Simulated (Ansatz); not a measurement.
Gap of a (9,0) BN nanotube at several levels, all on one geometry.

Levels: PBE (plane waves to 420 eV, PAW; Ansatz, a first-principles code); r2SCAN (plane waves to 500 eV, PAW; Ansatz); HSE06 in Ansatz. Unmarked values and the geometry are of the first. Mesh 1×1×8. No spin polarisation. Periodic along z alone, with about 11 Å of vacuum beside it. An idealised model, rolled from the flat sheet. Only distortions within the start's symmetry and period were free. HSE06 ran on a 1×1×4 mesh and at PBE's edge points.

```json
[
 {"level": "PBE", "gap (eV)": "3.76"},
 {"level": "r2SCAN", "gap (eV)": "…"},
 {"level": "HSE06", "gap (eV)": "5.10"}
]
```

Problem. Some entries are withheld; supply them.

Solution. 
- r2SCAN, gap (eV): 4.34
